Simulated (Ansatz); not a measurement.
## B (model structure, started from the C4 type, I4₁32, No. 214, 4 atoms in the cell)

All values below come from r²SCAN+rVV10 (plane waves, PAW; Ansatz, an electronic-structure program).

Numerical settings: plane-wave cutoff 560 eV, 10×10×10 k mesh, Fermi–Dirac smearing 0.01 eV, scalar-relativistic PAW data made under PBE.

Cell (relaxed at this level):

```xyz
4
Lattice="-2.3169 2.3169 2.3169 2.3169 -2.3169 2.3169 2.3169 2.3169 -2.3169" Properties=species:S:1:pos:R:3 pbc="T T T"
B      1.7377     0.5792    -0.5792
B      0.5792    -0.5792     1.7377
B     -0.5792     1.7377     0.5792
B      0.5792     0.5792     0.5792
```

For B (model structure, started from the C4 type, I4₁32, No. 214, 4 atoms in the cell), the band gap is 1.74 eV (indirect) and the smallest direct gap on the k points sampled is 2.99 eV. The Γ–Γ gap is 3.58 eV.

Note: the relaxation could raise the start's symmetry but not lower it, so the cell can be a saddle point.

The computed numbers hold no vibrational or temperature effects.

A model structure was made by putting elements into a prototype or built by hand; it is no filed structure, need not be a known phase, and can be a saddle point held by its symmetry.
